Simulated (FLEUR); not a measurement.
Band structure of Cr₃Ge (Pm-3n, 8 atoms in the cell).

```yaml
crystal:
  lattice:
    - [4.54985, 0.00000, 0.00000]
    - [0.00000, 4.54985, 0.00000]
    - [0.00000, 0.00000, 4.54985]
  atoms:
    - { symbol: Cr, position: [0.25000, 0.00000, 0.50000] }
    - { symbol: Cr, position: [0.75000, 0.00000, 0.50000] }
    - { symbol: Cr, position: [0.50000, 0.75000, 0.00000] }
    - { symbol: Cr, position: [0.50000, 0.25000, 0.00000] }
    - { symbol: Cr, position: [0.00000, 0.50000, 0.75000] }
    - { symbol: Cr, position: [0.00000, 0.50000, 0.25000] }
    - { symbol: Ge, position: [0.00000, 0.00000, 0.00000] }
    - { symbol: Ge, position: [0.50000, 0.50000, 0.50000] }
```

Method: FLEUR with PBEsol, all-electron FLAPW (FLEUR), scalar-relativistic valence.

Settings: Kmax = 4.1 1/bohr; GmaxXC = 16.4 1/bohr; xcFunctional = PBEs; jspins = 1; l_soc = F; mode = hist; fermiSmearingEnergy = 0.00999582 Htr; mesh (inpgen div1-3) = 5 5 5; inpgen gamma flag = false; Gmax = 16.4 1/bohr; numbands = 0; maxIterBroyd = 15; imix = Anderson; alpha = 0.05.

The starting cell comes from a database of computed structures (which also holds hypothetical and non-ambient phases and stackings), without a prior relaxation at this level. Its lattice was rescaled by a random factor within 2.5 % of one. Spin polarisation is off. Values depend on the basis (sphere radii, cutoffs, local orbitals), which need not be converged.

Levels in eV from the Fermi level, bands 53 to 60:
| point | 53 | 54 | 55 | 56 | 57 | 58 | 59 | 60 |
|---|---|---|---|---|---|---|---|---|
| Γ | -1.20 | -1.20 | 0.64 | 0.64 | 0.64 | 1.32 | 1.32 | 1.53 |
| X | -1.56 | -1.56 | 0.02 | 0.02 | 0.57 | 0.57 | 0.87 | 0.87 |
| M | -0.82 | -0.69 | -0.69 | -0.59 | -0.43 | -0.24 | -0.14 | -0.01 |
| R | -1.12 | -1.12 | -1.06 | -1.06 | -1.06 | -1.06 | 0.76 | 0.76 |
